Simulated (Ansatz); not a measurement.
**A computed series for HfC: pressure series**

Start from HfC in the rock salt structure (space group Fm-3m, No. 225; a = 4.607 Å).

Cell and atoms are relaxed at each pressure.

Calculations: Ansatz (an electronic-structure program) PBEsol, without spin-orbit coupling.

```
pressure (GPa)  volume per atom (Å³/atom)
--------------  -------------------------
-2                                 12.324
0                                  12.224
0.9                                12.180
2.1                                     ?
4.5                                12.012
9                                  11.816
15                                 11.577
22.5                               11.308
30                                 11.065
```

Fit the third-order Birch–Murnaghan form P(V) = (3B₀/2)[(V₀/V)^(7/3) − (V₀/V)^(5/3)]·[1 + (3/4)(B₀′ − 4)((V₀/V)^(2/3) − 1)] (squares taken in P) to the rows shown and predict the withheld row.

Least squares on the printed values gives V₀ = 12.224 Å³/atom, B₀ = 248 GPa, B₀′ = 3.9; this predicts 12.123 Å³/atom, and the run gives 12.123 Å³/atom, in agreement.

Load acts through the strain it causes; cell and atoms are relaxed under it. Stability against distortions was not tested. Competing high-pressure phases were not computed. The final runs are not spin-polarised.
